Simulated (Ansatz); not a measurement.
The parent structure is BN in the zinc blende structure (space group F-43m, No. 216).

```
BN
1.0
    0.00000     1.79027     1.79027
    1.79027     0.00000     1.79027
    1.79027     1.79027     0.00000
B N
1 1
Direct
  0.00000   0.00000   0.00000
  0.25000   0.25000   0.25000
```

All numbers come from LDA (Ansatz, a program for electronic structure; PAW; 420 eV plane waves; no SOC).

Strains are applied to the cell and any free atomic positions relax.

One change was made to it. Results:

| quantity | base | after |
|---|---|---|
| smallest direct gap | 8.83 eV | 9.12 eV |
| electron mass | 0.90 mₑ along k, 0.30 mₑ across (at X) | 0.88 mₑ along k, 0.29 mₑ across (at X) |
| energy relative to the base (free energy F) | 0 meV/atom | +27 meV/atom |

Problem. Name the change that was made.
A. isotropic strain +0.50 %
B. isotropic strain −1.50 %
C. isotropic strain −2.00 %
D. isotropic strain +1.50 %

Solution. C, isotropic strain −2.00 %. For comparison, the energy relative to the base in the other runs: isotropic strain −1.50 % gives +15 meV/atom; isotropic strain +1.50 % gives +14 meV/atom; isotropic strain +0.50 % gives +1.6 meV/atom.

Masses are band curvatures over ±0.01 Å⁻¹ around the edge. Along k means along the line from Γ to the band edge. No phonon test of stability was made.
